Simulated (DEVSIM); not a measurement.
Structure: Al0.3Ga0.7As/GaAs p-n heterojunction, at 300 K.

| layer (left to right) | material | thickness (μm) | Nd (cm⁻³) | Na (cm⁻³) | τn (s) | τp (s) |
|---|---|---|---|---|---|---|
| 1 | Al0.3Ga0.7As | 0.0630 | - | 1.1e16 | 3.5e-10 | 3.5e-10 |
| 2 | GaAs | 0.230 | 1.5e16 | - | 3.5e-10 | 3.5e-10 |

Left contact: ohmic. Right contact: ohmic. Voltage is applied to the left contact. Recombination: SRH at mid-gap. Mobility is constant in doping.

Constants are typed, rounded textbook-type inputs, not results; the design itself was drawn at random and stands for no fabricated device. Values at 300 K; Nc and Nv go as T^1.5, mobilities as T to minus their exponent, the gap by Varshni's rule with the affinity fixed.

```csv
parameter,Al0.3Ga0.7As,GaAs
gap (eV),1.7981,1.424
affinity (eV),3.833,4.07
permittivity,12.05,12.9
Nc (cm⁻³),6.96e17,4.7e17
Nv (cm⁻³),9e18,9e18
μn (cm²/Vs),3880,8500
μp (cm²/Vs),197,400
T exponent of μn,2.1,2.1
T exponent of μp,2.2,2.2
Varshni α (eV/K),0.000541,0.000541
Varshni β (K),204,204
```

Simulated with DEVSIM: 1D drift-diffusion, Boltzmann statistics, complete ionisation; no tunnelling, impact ionisation, image-force lowering or self-heating. Band offsets follow the typed affinities; no thermionic-emission limit at abrupt steps, no polarisation charge.

The temperature was swept, all else fixed.

```json
[
 {"temperature (K)": "250", "dark forward voltage at 100 A/cm² (V)": "1.216", "largest field in the device at zero bias (V/cm)": "71000", "dark forward voltage at 1 A/cm² (V)": "1.071", "potential step across the device at zero bias (V)": "1.376"},
 {"temperature (K)": "300", "dark forward voltage at 100 A/cm² (V)": "1.128", "largest field in the device at zero bias (V/cm)": "68000", "dark forward voltage at 1 A/cm² (V)": "0.962", "potential step across the device at zero bias (V)": "1.299"},
 {"temperature (K)": "350", "dark forward voltage at 100 A/cm² (V)": "1.040", "largest field in the device at zero bias (V/cm)": "65000", "dark forward voltage at 1 A/cm² (V)": "0.850", "potential step across the device at zero bias (V)": "1.218"},
 {"temperature (K)": "400", "dark forward voltage at 100 A/cm² (V)": "0.951", "largest field in the device at zero bias (V/cm)": "62000", "dark forward voltage at 1 A/cm² (V)": "0.736", "potential step across the device at zero bias (V)": "1.135"},
 {"temperature (K)": "450", "dark forward voltage at 100 A/cm² (V)": "[?]", "largest field in the device at zero bias (V/cm)": "58000", "dark forward voltage at 1 A/cm² (V)": "[?]", "potential step across the device at zero bias (V)": "1.049"},
 {"temperature (K)": "500", "dark forward voltage at 100 A/cm² (V)": "0.772", "largest field in the device at zero bias (V/cm)": "55000", "dark forward voltage at 1 A/cm² (V)": "0.502", "potential step across the device at zero bias (V)": "0.962"}
]
```

Question: What belongs in the gaps?

Answer: 
- 450, dark forward voltage at 100 A/cm² (V): 0.862
- 450, dark forward voltage at 1 A/cm² (V): 0.620
